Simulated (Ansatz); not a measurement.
CdTe: response to strain

Consider CdTe in the zinc blende structure (space group F-43m, No. 216; a = 6.558 Å). Axes: x, y, z lie along the cube axes.

Strains are applied to the cell and any free atomic positions relax; under biaxial strain the out-of-plane vector relaxes too; under stress the whole cell relaxes.

Levels (all Ansatz, a program for electronic structure, PAW): r2SCAN (500 eV, spin-orbit coupling left out); HSE06 (420 eV, no spin-orbit coupling).

Band gaps by level, all at the geometries relaxed with r2SCAN:

```json
[
 {"case": "base", "r2SCAN": "1.17 eV", "HSE06": "1.51 eV"},
 {"case": "biaxial strain −4.30 %, plane normal [001], relaxed out of plane", "r2SCAN": "1.11 eV", "HSE06": "1.45 eV"},
 {"case": "isotropic strain −1.14 %", "r2SCAN": "1.28 eV", "HSE06": "[?]"},
 {"case": "uniaxial stress, 0.5 GPa compression along x", "r2SCAN": "1.11 eV", "HSE06": "[?]"},
 {"case": "tensor shear ε_xz = −1.12 %", "r2SCAN": "1.10 eV", "HSE06": "1.45 eV"}
]
```

**Question.** What belongs in the blanks?

**Answer.** 
- isotropic strain −1.14 %, HSE06: 1.63 eV
- uniaxial stress, 0.5 GPa compression along x, HSE06: 1.46 eV

Single points use the geometry relaxed with r2SCAN. With Te present, leaving out spin-orbit coupling can change the band edges. Stability under load was not tested beyond the relaxation.
